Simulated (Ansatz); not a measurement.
## A computed series for PbS: pressure series

The reference is PbS in the rock salt structure (space group Fm-3m, No. 225).

```
PbS
1.0
    0.00000     2.98736     2.98736
    2.98736     0.00000     2.98736
    2.98736     2.98736     0.00000
Pb S
1 1
Direct
  0.00000   0.00000   0.00000
  0.50000   0.50000   0.50000
```

Cell and atoms are relaxed at each pressure.

Level of theory: r2SCAN, PAW, 500 eV (Ansatz, a first-principles code; spin-orbit coupling left out).

Candidates:
(a) pressure −1 GPa
(b) pressure −2 GPa
(c) pressure 0.9 GPa

Before the change:

The width of the top valence band is 3.46 eV.

### Question
Order them by width of the top valence band, highest first.

### Answer
(c) pressure 0.9 GPa (3.58 eV), (a) pressure −1 GPa (3.32 eV), (b) pressure −2 GPa (3.17 eV)

With Pb present, leaving out spin-orbit coupling can change the band edges. The levels and masses belong to the bands next to the band gap. Load acts through the strain it causes; cell and atoms are relaxed under it. Stability against distortions was not tested.
